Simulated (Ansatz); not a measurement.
HfGeS (P4/nmm, No. 129, 6 atoms in the cell; start mp-7918) was calculated with LDA (Ansatz, a first-principles code, plane waves, PAW).

Settings: plane-wave cutoff 520 eV, 16×16×8 k mesh (along the axes of the cell as run), Fermi–Dirac smearing 0.05 eV, scalar-relativistic PAW data made under PBE.

Cell (relaxed at this level):

```xyz
6
Lattice="3.5563 0.0000 0.0000 0.0000 3.5563 0.0000 0.0000 0.0000 7.8298" Properties=species:S:1:pos:R:3 pbc="T T T"
Hf     0.0000     1.7782     5.6727
Hf     1.7782     0.0000     2.1571
Ge     1.7782     1.7782     0.0000
Ge     0.0000     0.0000     0.0000
S      0.0000     1.7782     2.9843
S      1.7782     0.0000     4.8455
```

### Question
Predict the bulk modulus.

### Answer

- bulk modulus = 145 GPa

The run finds no gap.

Note: the bulk modulus is −V dP/dV from two relaxed cells at ±2 % in volume; the relaxation could not lower the start's symmetry, so the cell can be a saddle point above a distorted one.

Spin–orbit coupling is not included; it can open a gap where bands touch, and shift volumes and moduli.

The computed numbers hold no vibrational or temperature effects.

A start named mp-… is a Materials Project structure, which need not be a measured phase.
